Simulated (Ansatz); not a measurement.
Electronic density of states of amorphous Si₂₄O₄₈W, density 2.45 g/cm³, on a 2×2×2 Γ-centred mesh with a Gaussian width of 0.1 eV; energies count from the Fermi level, whose place inside the gap is arbitrary. Cell and mesh are small, so fine structure isn't converged. Method: PBE, scalar-relativistic without spin-orbit coupling (plane waves to 420 eV, PAW; Ansatz, a quantum-chemistry and plane-wave program). Sampling: a 2×2×2 Γ-centred mesh; Fermi-Dirac width 0.01 eV; collinear spin, started from moments on atoms (at the end a net moment of 2.0 μB). The usual formal charges leave 6 electrons over, so the level spacing at the Fermi energy parts defect or band states and needn't be the band gap. In the spin-polarised cell the level spacing at the Fermi energy can part levels of unlike spin. At PBE the levels at both edges of the gap are localised (band-tail or defect states), and the nearest spread-out levels lie 5.5 eV apart at the zone centre.

Preparation: random packing, a CHGNet melt and quench, and a DFT relaxation. O atoms were pushed apart under 1.9 Å during the dynamics, to hinder bonds among them. The hot cell started wider than the set density and was brought back towards it in steps. It is the lowest in DFT energy of 2 quenches. It is a model cell: composition and starting density were chosen by hand, and all elements were melted together. No dispersion term was used. Its density started from a set value of 2.44 and ended at 2.45 g/cm³. The quench (nominally 400 K/ps over its main leg) was far faster than any real one, so the model tends to hold more defects than a real film. Values belong to this one cell and scatter from quench to quench. The volume was held where the preparation left it and the shape relaxed, at a PBE pressure of 1.5 GPa. Stress components on the final sampling reach 1.7 GPa. Cycles of charging lowered its energy after that relaxation.

(E - EF (eV), states/(eV atom)): (-12.00, 0.16); (-11.90, 0.13); (-11.80, 0.13); (-11.70, 0.18); (-11.60, 0.15); (-11.50, 0.16); (-11.40, 0.23); (-11.30, 0.22); (-11.20, 0.18); (-11.10, 0.23); (-11.00, 0.25); (-10.90, 0.23); (-10.80, 0.22); (-10.70, 0.21); (-10.60, 0.24); (-10.50, 0.30); (-10.40, 0.27); (-10.30, 0.23); (-10.20, 0.20); (-10.10, 0.17); (-10.00, 0.24); (-9.90, 0.38); (-9.80, 0.47); (-9.70, 0.59); (-9.60, 0.59); (-9.50, 0.58); (-9.40, 0.54); (-9.30, 0.49); (-9.20, 0.44); (-9.10, 0.47); (-9.00, 0.45); (-8.90, 0.39); (-8.80, 0.35); (-8.70, 0.28); (-8.60, 0.13); (-8.50, 0.03); (-8.40, 0.10); (-8.30, 0.25); (-8.20, 0.32); (-8.10, 0.33); (-8.00, 0.24); (-7.90, 0.25); (-7.80, 0.31); (-7.70, 0.35); (-7.60, 0.38); (-7.50, 0.36); (-7.40, 0.46); (-7.30, 0.60); (-7.20, 0.67); (-7.10, 0.63); (-7.00, 0.64); (-6.90, 0.73); (-6.80, 0.78); (-6.70, 0.80); (-6.60, 0.79); (-6.50, 0.78); (-6.40, 0.80); (-6.30, 0.84); (-6.20, 0.82); (-6.10, 0.86); (-6.00, 0.89); (-5.90, 0.86); (-5.80, 0.90); (-5.70, 0.91); (-5.60, 0.95); (-5.50, 0.95); (-5.40, 0.82); (-5.30, 0.73); (-5.20, 0.72); (-5.10, 0.78); (-5.00, 0.78); (-4.90, 0.68); (-4.80, 0.64); (-4.70, 0.67); (-4.60, 0.63); (-4.50, 0.61); (-4.40, 0.35); (-4.30, 0.08); (-4.20, 0.06); (-4.10, 0.16); (-4.00, 0.19); (-3.90, 0.11); (-3.80, 0.02); (-3.70, 0.00); (-3.60, 0.00); (-3.50, 0.00); (-3.40, 0.00); (-3.30, 0.03); (-3.20, 0.12); (-3.10, 0.10); (-3.00, 0.02); (-2.90, 0.01); (-2.80, 0.04); (-2.70, 0.07); (-2.60, 0.03); (-2.50, 0.05); (-2.40, 0.06); (-2.30, 0.01); (-2.20, 0.00); (-2.10, 0.00); (-2.00, 0.00); (-1.90, 0.00); (-1.80, 0.00); (-1.70, 0.00); (-1.60, 0.00); (-1.50, 0.00); (-1.40, 0.00); (-1.30, 0.00); (-1.20, 0.00); (-1.10, 0.00); (-1.00, 0.02); (-0.90, 0.06); (-0.80, 0.05); (-0.70, 0.01); (-0.60, 0.04); (-0.50, 0.07); (-0.40, 0.02); (-0.30, 0.00); (-0.20, 0.00); (-0.10, 0.00); (0.00, 0.00); (0.10, 0.00); (0.20, 0.00); (0.30, 0.00); (0.40, 0.02); (0.50, 0.11); (0.60, 0.18); (0.70, 0.12); (0.80, 0.13); (0.90, 0.10); (1.00, 0.03); (1.10, 0.03); (1.20, 0.07); (1.30, 0.14); (1.40, 0.17); (1.50, 0.10); (1.60, 0.02); (1.70, 0.01); (1.80, 0.05); (1.90, 0.09); (2.00, 0.08); (2.10, 0.09); (2.20, 0.11); (2.30, 0.10); (2.40, 0.08); (2.50, 0.09); (2.60, 0.12); (2.70, 0.16); (2.80, 0.18); (2.90, 0.16); (3.00, 0.14); (3.10, 0.15); (3.20, 0.19); (3.30, 0.22); (3.40, 0.21); (3.50, 0.24); (3.60, 0.24); (3.70, 0.21); (3.80, 0.24); (3.90, 0.29); (4.00, 0.29); (4.10, 0.31); (4.20, 0.37); (4.30, 0.44); (4.40, 0.49); (4.50, 0.51); (4.60, 0.51); (4.70, 0.47)

The level spacing at the Fermi energy on this mesh is 1.02 eV; the broadening fills part of it in the curve.
